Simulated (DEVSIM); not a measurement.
Structure: Mo/SiON/p-In0.53Ga0.47As capacitor, at 300 K.

Layer 1 from the left is SiON, thickness (nm) 20.0. Layer 2 from the left is In0.53Ga0.47As, thickness (nm) 6500, Na (cm⁻³) 7.5e15.

Metal gate on the left, work function 4.6 eV. Fixed charge at the semiconductor interface -8.7e10 cm⁻² (in units of +e); interface traps 1e11 cm⁻² eV⁻¹, uniform in energy, neutral level at 0.5 of the gap above the valence band.

The device is made up for the run: typed textbook-type constants, with dimensions and the other settings drawn at random. Values at 300 K.

SiON: gap (eV) 7, affinity (eV) 1.4, permittivity 5.5. In0.53Ga0.47As: gap (eV) 0.74, affinity (eV) 4.51, permittivity 13.9, Nc (cm⁻³) 2.1e17, Nv (cm⁻³) 7.7e18.

DEVSIM, 1D Poisson equation in equilibrium, Boltzmann statistics, complete ionisation; no quantum confinement or tunnelling. Metal contacts follow the ideal Schottky-Mott rule: no Fermi-level pinning, no interface dipoles.

Task: What does the simulation give for the flat-band voltage, the minimum of the low-frequency capacitance?

Result: flat-band voltage -0.43 V; minimum of the low-frequency capacitance 0.0536 μF/cm².
